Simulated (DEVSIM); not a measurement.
Structure: p-channel Si fully depleted SOI MOSFET with SiO2, at 300 K.

```yaml
gate_length: 40 nm
source_drain_length: 32 nm
dielectric_thickness: 1.1 nm
lateral_straggle: 2.1 nm
underlap: 0 nm
body_thickness: 12.1 nm
buried_oxide: 25 nm
gate_work_function: 4.92 eV
source_and_drain_doping: 8.4e19 cm⁻³, Gaussian tails under the gate
body_doping: 9e15 cm⁻³
lifetime: 7e-8 s
supply: 0.8 V
back_work_function: 4.5 eV
```

All mobilities are scaled by 0.3; velocity saturation, μ/(1 + (μE/vsat)^b)^(1/b) with b = 2 for electrons and 1 for holes and E the electric field along each mesh edge, is on. Mobility is constant in doping.

This is a model device: material constants are rounded textbook-type values typed into the input, and sizes, dopings and lifetimes were drawn at random. Values at 300 K.

Si: gap (eV) 1.124, affinity (eV) 4.05, permittivity 11.7, Nc (cm⁻³) 2.86e19, Nv (cm⁻³) 3.1e19, μn (cm²/Vs) 1417, μp (cm²/Vs) 470, vsat,n (cm/s) 1e7, vsat,p (cm/s) 8.4e6. SiO2: gap (eV) 9, affinity (eV) 0.9, permittivity 3.9.

Simulated with DEVSIM: 2D drift-diffusion, Boltzmann statistics, complete ionisation; no quantum confinement, tunnelling, impact ionisation, self-heating, contact resistance or fringe fields beside the gate. Metal contacts follow the ideal Schottky-Mott rule: no Fermi-level pinning, no interface dipoles.

Transfer curves, |Id| in μA/μm:

```tsv
Vg (V)	Vd = -0.05 V	Vd = -0.8 V
0.24	0.005012	0.2847
0.2	0.01099	0.5708
0.16	0.02407	1.124
0.12	0.05265	2.143
0.08	0.1149	3.875
0.04	0.2495	6.695
0	0.5373	11.07
-0.04	1.134	17.54
-0.08	2.324	26.67
-0.12	4.562	38.77
-0.16	8.436	54.29
-0.2	14.44	73.81
-0.24	22.64	97.96
-0.28	32.79	126.5
-0.32	44.42	159.0
-0.36	57.09	195.3
-0.4	70.48	235.1
-0.44	84.27	277.8
-0.48	98.34	323.2
-0.52	112.6	371.2
-0.56	126.8	421.3
-0.6	141.0	473.5
-0.64	155.0	527.3
-0.68	169.0	582.6
-0.72	182.7	639.3
-0.76	196.2	697.2
-0.8	209.5	756.3
```

Q: Work out the subthreshold swing at low drain bias from the rows at 0.24 and 0.2 V, and compare it with the thermal limit.

A: log10(0.01099/0.005012) = 0.341 over 40.0 mV, so S = 117 mV/decade. The limit kT/q ln 10 is 59.5 mV/decade; the ratio is 1.97. This is the steepest step of the table.

Q: Give the natural length λ = √(ε_body t_body t_ox / (ε_ox)) and the gate length in units of it.

A: λ = 6.32 nm and L/λ = 6.3. The formula is that for thin layers, and L is the gate's length, not the shorter one between the doping tails.

Source and drain are degenerate, where Boltzmann statistics are only rough. The electric field that drives the saturation includes the junctions' built-in field, which lowers the mobility there even at small currents: subthreshold currents come out too low, a known weakness of this choice.
